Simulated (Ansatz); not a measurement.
# C: stress against strain

C (diamond, Fd-3m, 5.610 Å³/atom at rest) under an equal strain ε in the (111) plane with the normal axis free, as in a coherent film. PBEsol in Ansatz, a plane-wave DFT program (PAW, default set), 420 eV, 16×16×16 Γ-centred mesh, Fermi-Dirac smearing 0.05 eV; ions are relaxed within the symmetry of each cell. Stress is positive for a compressed cell.

Here s stands for strain and y for stress xx.

```
strain (%)  stress xx (GPa)
----------  ---------------
-2.50                     ?
-1.25                 16.87
-0.83                 10.99
-0.42                  5.46
0.00                   0.00
0.42                  -5.25
0.83                 -10.18
1.25                 -15.04
```

The 7 complete rows are fitted with a straight line, y against s. Means: s 0, y 0.407. About the means, the sum of products is -61.957 and the sum of squares of s is 4.8556; the slope is their ratio. Least squares gives y = 0.407 - 12.7599·s. Residuals (row less fit): 0.513, -0.008, -0.306, -0.407, -0.298, 0.004, 0.503; standard error 0.416 (degrees of freedom: 5). The slope gives the biaxial elastic modulus of this plane = 1276 ± 19 GPa.

Task: What does the fit predict for y at s = -2.50, and how far is the calculated value from it?

Result: y = 0.407 - 12.7599 × (-2.50) = 32.307 GPa. The calculation gives 35.68 GPa, 3.373 GPa above the prediction (6.7 % of the range of y in the table). The row lies outside the fitted rows, so this is an extrapolation. From the scatter of the fitted rows alone, a prediction at this place has a standard error of 0.648 GPa, so the miss is 5.2 times that.

One order more, fitted to all 13 runs of the series, follows each within 0.06, so the miss is the next term of a smooth law. Rows are the converged runs of the series near zero and its far end; series whose fitted rows scatter by over a few per cent of the range, as at a crossing or softening among them, aren't shown in this form. Most that stay on the fit to the last digits aren't either.
